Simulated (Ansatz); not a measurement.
## C: energy against volume

C (diamond, Fd-3m, 5.695 Å³/atom and stress up to 0.01 GPa in the relaxed cell, cube axes along x, y and z) under an equal strain ε along all three axes. PBE in Ansatz, a plane-wave DFT program (PAW, default set), 420 eV, 16×16×16 Γ-centred mesh, Fermi-Dirac smearing 0.05 eV; ions are relaxed, or left where forces stay under 0.02 eV/Å, within the symmetry of each cell.

Here V stands for volume and E for E less E0.

```csv
volume (Å³/atom),E less E0 (meV/atom),pressure (GPa)
5.3600,29.25,29.34
5.4425,16.25,21.34
5.5258,7.13,13.80
5.6100,1.78,6.70
5.6949,0.00,0.00
5.7808,1.71,-6.30
5.8675,6.71,-12.22
5.9551,14.97,-17.79
6.0435,26.24,-23.01
6.2230,?,?
```

The 9 complete rows are fitted with the third-order Birch-Murnaghan form, a cubic in V^(-2/3), E against V. With u = V^(-2/3) - 0.314, the rows have u = 0.012505, 0.009197, 0.005941, 0.002732, -0.000424, -0.003538, -0.006604, -0.009626, -0.012602. Least squares gives E = 0.041 + 153.59·u + 175854·u² - 106700·u³. Residuals (row less fit): -0.002, 0.005, -0.008, 0.009, -0.008, 0.006, -0.017, 0.018, -0.006; standard error 0.013 (degrees of freedom: 5). Its minimum lies at u = -0.000437, so V0 = (0.313563)^(-3/2) = 5.695. There d²E/du² = 352000 and d³E/du³ = -640200, so B0 = (4/9) × 5.695^(-7/3) × 352000 × 0.160218 = 433 GPa (the last factor turns the table's units into GPa), and B0' = 4 + (2/3) × 0.313563 × (-640200)/352000 = 3.6. B0' rests on the cubic coefficient alone and has a standard error of 0.1 from these residuals.

Problem. Estimate the missing E (V = 6.2230); what did the run itself give?

Solution. u = -0.018426, so E = 0.041 + 153.59 × (-0.018426) + 175854 × (-0.018426)² - 106700 × (-0.018426)³ = 57.584 meV/atom. The calculation gives 57.47 meV/atom, 0.114 meV/atom below the prediction (0.2 % of the range of E in the table). The row lies outside the fitted rows, so this is an extrapolation. From the scatter of the fitted rows alone, a prediction at this place has a standard error of 0.054 meV/atom, so the miss is 2.1 times that.

Other structures, which can take over under pressure, weren't tried. The same form fitted to the pressure column gives B0' = 3.7; series where the two differ by over 0.4 aren't shown. Rows are the converged runs of the series near zero and its far end, less any whose ions stayed unrelaxed beside relaxed ones; series whose fitted rows scatter by over a few per cent of the range, as at a crossing or softening among them, aren't shown in this form.
